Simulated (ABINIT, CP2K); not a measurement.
An ABINIT input for a self-consistent single point of C (Fd-3m, 2 atoms in the cell) (DFT, PBE, plane waves, norm-conserving pseudopotentials (PseudoDojo nc-sr-05 PBE standard)):

```
# C, PseudoDojo nc-sr-05 PBE standard
pp_dirpath "./"
pseudos "C.upf"
acell 3*1.0
rprim
        -0.0000000000    3.3644211491    3.3644211491
         3.3644211491   -0.0000000000    3.3644211491
         3.3644211491    3.3644211491   -0.0000000000
natom 2
ntypat 1
znucl 6
typat 1 1
xcart
         3.3644211491    3.3644211491    3.3644211491
         5.0466317237    5.0466317237    5.0466317237
ecut 41
occopt 3
tsmear 0.01 eV
nband 9
kptopt 1
ngkpt 13 13 13
nshiftk 1
shiftk 0 0 0
nstep 50
tolvrs 1.0e-12
prtwf 0
prtden 0
enunit 2
```

Problem. Write the same calculation as an input for CP2K.

Solution. This is the input that was run; spellings and numerical settings could be chosen otherwise.

```
&GLOBAL
  PROJECT c
  RUN_TYPE ENERGY_FORCE
  PRINT_LEVEL MEDIUM
&END GLOBAL
&FORCE_EVAL
  METHOD Quickstep
  STRESS_TENSOR ANALYTICAL
  &DFT
    BASIS_SET_FILE_NAME BASIS_MOLOPT_UZH
    POTENTIAL_FILE_NAME POTENTIAL_UZH
    &QS
      METHOD GPW
      EPS_DEFAULT 1E-10
    &END QS
    &MGRID
      CUTOFF 400
      REL_CUTOFF 40
      NGRIDS 4
    &END MGRID
    &SCF
      SCF_GUESS ATOMIC
      EPS_SCF 1E-6
      MAX_SCF 100
      ADDED_MOS 4
      &DIAGONALIZATION
        ALGORITHM STANDARD
      &END DIAGONALIZATION
      &MIXING
        METHOD BROYDEN_MIXING
        ALPHA 0.3
        NBUFFER 12
        BETA 1.5
      &END MIXING
      &SMEAR ON
        METHOD FERMI_DIRAC
        ELECTRONIC_TEMPERATURE [K] 116.05
      &END SMEAR
    &END SCF
    &KPOINTS
      SCHEME MONKHORST-PACK 13 13 13
    &END KPOINTS
    &XC
      &XC_FUNCTIONAL PBE
      &END XC_FUNCTIONAL
    &END XC
    &PRINT
      &MO
        EIGENVALUES T
        OCCUPATION_NUMBERS T
        NDIGITS 8
        FILENAME mo
        &EACH
          QS_SCF 0
        &END EACH
        ADD_LAST NUMERIC
      &END MO
      &MULLIKEN ON
      &END MULLIKEN
    &END PRINT
  &END DFT
  &SUBSYS
    &CELL
      A 2.51783000 0.00000000 0.00000000
      B 1.25891500 2.18050500 0.00000000
      C 1.25891500 0.72683500 2.05580000
      PERIODIC XYZ
    &END CELL
    &COORD
      SCALED
      C        0.50000000     0.50000000     0.50000000
      C        0.75000000     0.75000000     0.75000000
    &END COORD
    &KIND C
      BASIS_SET DZVP-MOLOPT-PBE-GTH-q4
      POTENTIAL GTH-PBE-q4
    &END KIND
  &END SUBSYS
  &PRINT
    &FORCES ON
    &END FORCES
    &STRESS_TENSOR ON
    &END STRESS_TENSOR
  &END PRINT
&END FORCE_EVAL
```

Basis, cutoffs, solver keys and any potentials are the target program's own. This input uses DFT PBE, GPW, DZVP-MOLOPT-PBE-GTH basis, GTH-PBE potentials (POTENTIAL_UZH). Both were run: pressure 4.19 GPa in ABINIT and 6.02 in CP2K; gap on the mesh 4.211 eV in ABINIT and 4.564 in CP2K.

On ABINIT: the starting cell comes from a database of computed structures (which also holds hypothetical and non-ambient phases and stackings), without a prior relaxation at this level. With a pressure of about 4 GPa the cell is away from its equilibrium volume at this level.

On CP2K: the starting cell comes from a database of computed structures (which also holds hypothetical and non-ambient phases and stackings), without a prior relaxation at this level. Values carry the incompleteness of an atom-centred basis. With a pressure of about 6 GPa the cell is away from its equilibrium volume at this level.
